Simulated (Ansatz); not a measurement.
A computed series for HfB2: pressure series

The parent structure is HfB$_{2}$ (space group P6/mmm, No. 191; a = 3.146 Å, c = 3.486 Å).

Cell and atoms are relaxed at each pressure.

All numbers come from PBE (Ansatz, a quantum-chemistry and plane-wave program), spin-orbit coupling left out.

```csv
pressure (GPa),volume per atom (Å³/atom)
-2,10.039
-1,9.997
0,9.958
0.9,?
2.1,9.875
4.5,9.785
9,9.625
15,9.430
30,9.013
```

Q: Fit the third-order Birch–Murnaghan form P(V) = (3B₀/2)[(V₀/V)^(7/3) − (V₀/V)^(5/3)]·[1 + (3/4)(B₀′ − 4)((V₀/V)^(2/3) − 1)] (squares taken in P) to the rows shown and predict the withheld row.

A: Least squares on the printed values gives V₀ = 9.957 Å³/atom, B₀ = 248 GPa, B₀′ = 3.9; this predicts 9.922 Å³/atom, and the run gives 9.922 Å³/atom, in agreement.

Load acts through the strain it causes; cell and atoms are relaxed under it. Stability against distortions was not tested. Competing high-pressure phases were not computed. The final runs are not spin-polarised.
